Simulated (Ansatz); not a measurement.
**PBE against r2SCAN: Sc, pressure 22.5 GPa**

Take Sc in the hcp (Mg type) structure (space group P6_3/mmc, No. 194; a = 3.319 Å, c = 5.166 Å) as the base.

(Cell as relaxed with PBE.)

Levels (all Ansatz, a program for electronic structure, PAW): PBE (420 eV, spin-orbit coupling left out); r2SCAN (500 eV, no spin-orbit coupling).

Each level relaxes its own structure.

```tsv
base	PBE	r2SCAN
volume per atom	24.65 Å³	24.92 Å³
lattice parameter a	3.319 Å	3.329 Å
band gap	zero	zero
```

Perturbation: a hydrostatic pressure of 22.5 GPa.

| quantity | PBE | r2SCAN |
|---|---|---|
| c/a ratio | 1.537 | [?] |
| lattice parameter a | 3.047 Å | [?] |

### Question
Predict the r2SCAN column.

### Answer

- c/a ratio, r2SCAN: 1.515
- lattice parameter a, r2SCAN: 3.072 Å

PBE's c/a ratio lies 0.0214 above r2SCAN's; PBE's lattice parameter a lies 0.025 Å below r2SCAN's (0.8 %). Neither level is exact; r2SCAN is the comparison here, not a measurement.

Load acts through the strain it causes; cell and atoms are relaxed under it. Stability against distortions was not tested. No other phases were tried under pressure. The final runs are not spin-polarised.
